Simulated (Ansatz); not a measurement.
CrN (Pmmn, No. 59, 8 atoms in the cell; start mp-1232890), treated with r²SCAN (PAW; Ansatz, an electronic-structure program).

Run with plane-wave cutoff 560 eV, 18×14×10 k mesh (along the axes of the cell as run), Fermi–Dirac smearing 0.05 eV, spin-polarised start, scalar-relativistic PAW data made under PBE.

Cell (relaxed at this level):

```yaml
crystal:
  lattice:
    - [2.97828, 0.00000, 0.00000]
    - [0.00000, 4.13810, 0.00000]
    - [0.00000, 0.00000, 5.76123]
  atoms:
    - { symbol: Cr, position: [0.50000, 0.50000, 0.86097] }
    - { symbol: Cr, position: [0.00000, 0.00000, 0.13903] }
    - { symbol: Cr, position: [0.50000, 0.50000, 0.36097] }
    - { symbol: Cr, position: [0.00000, 0.00000, 0.63903] }
    - { symbol: N, position: [0.00000, 0.50000, 0.11274] }
    - { symbol: N, position: [0.50000, 0.00000, 0.88726] }
    - { symbol: N, position: [0.50000, 0.00000, 0.38726] }
    - { symbol: N, position: [0.00000, 0.50000, 0.61274] }
```

Question: Estimate the band gap and smallest direct gap on the k points sampled that the calculation returns.

Answer: 
* **band gap**: 0.30 eV (indirect)
* **smallest direct gap on the k points sampled**: 0.65 eV

Note: the magnetic order was assumed, not searched for or taken from measurement.

Computed values are for the static lattice.

A start named mp-… is a Materials Project structure, which need not be a measured phase.
